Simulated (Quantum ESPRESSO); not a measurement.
Quantum ESPRESSO run on Mo (Im-3m, 1 atom in the cell): self-consistent single point.

Method of the run: PBE, GBRV 1.5 ultrasoft (PBE) pseudopotentials (plane waves; Quantum ESPRESSO 7.5).

```yaml
crystal:
  lattice:
    - [-1.55118, 1.55118, 1.55118]
    - [1.55118, -1.55118, 1.55118]
    - [1.55118, 1.55118, -1.55118]
  atoms:
    - { symbol: Mo, position: [0.00000, 0.00000, 0.00000] }
```

Reference input (self-consistent single point, DFT, PBE, plane waves, GBRV 1.5 ultrasoft (PBE) pseudopotentials): ecutwfc = 40 Ry; ecutrho = 320 Ry; occupations = smearing; smearing = fd; degauss = 0.0073499 Ry; potentials = {Mo: mo_pbe_v1.uspp.F.UPF}; K_POINTS = automatic 10 10 10 0 0 0; conv_thr = 1e-10 Ry. This run's input differs from it in these lines:

```diff
@@ -18,3 +18,3 @@
 &electrons
-    conv_thr = 1.0d-10
+    conv_thr = 7.3e-08
 /
```

Output (repeated stretches shortened):

```
     Self-consistent Calculation

     iteration #  1     ecut=    40.00 Ry     beta= 0.70

     Threshold (ethr) on eigenvalues was too large:
     Diagonalizing with lowered threshold

     total energy              =    -139.32562020 Ry
     estimated scf accuracy    <       0.03664497 Ry

     iteration #  2     ecut=    40.00 Ry     beta= 0.70

     total energy              =    -139.33533909 Ry
     estimated scf accuracy    <       0.00375415 Ry

     iteration #  3     ecut=    40.00 Ry     beta= 0.70

     total energy              =    -139.33593217 Ry
     estimated scf accuracy    <       0.00008543 Ry

     iteration #  4     ecut=    40.00 Ry     beta= 0.70

     total energy              =    -139.33594208 Ry
     estimated scf accuracy    <       0.00000898 Ry

     iteration #  5     ecut=    40.00 Ry     beta= 0.70
     End of self-consistent calculation

     the Fermi energy is    22.6451 ev

!    total energy              =    -139.33594397 Ry
     estimated scf accuracy    <       0.00000003 Ry
     smearing contrib. (-TS)   =      -0.00205646 Ry
     internal energy E=F+TS    =    -139.33388751 Ry

     convergence has been achieved in   5 iterations

     Forces acting on atoms (cartesian axes, Ry/au):

     atom    1 type  1   force =     0.00000000    0.00000000    0.00000000

     Total force =     0.000000     Total SCF correction =     0.000000

          total   stress  (Ry/bohr**3)                   (kbar)     P=      151.59
   0.00103051  -0.00000000  -0.00000000          151.59       -0.00       -0.00
  -0.00000000   0.00103051  -0.00000000           -0.00      151.59       -0.00
  -0.00000000  -0.00000000   0.00103051           -0.00       -0.00      151.59

   JOB DONE.
```

The run converged in 5 iterations. Against the reference run the free energy stays essentially unchanged (within 1 meV/atom) and the pressure goes from 15.35 to 15.16 GPa.

The starting cell comes from a database of computed structures (which also holds hypothetical and non-ambient phases and stackings), without a prior relaxation at this level. Its lattice was rescaled by a random factor within 2.5 % of one. Spin polarisation is off. With a pressure of about 15 GPa the cell is away from its equilibrium volume at this level.
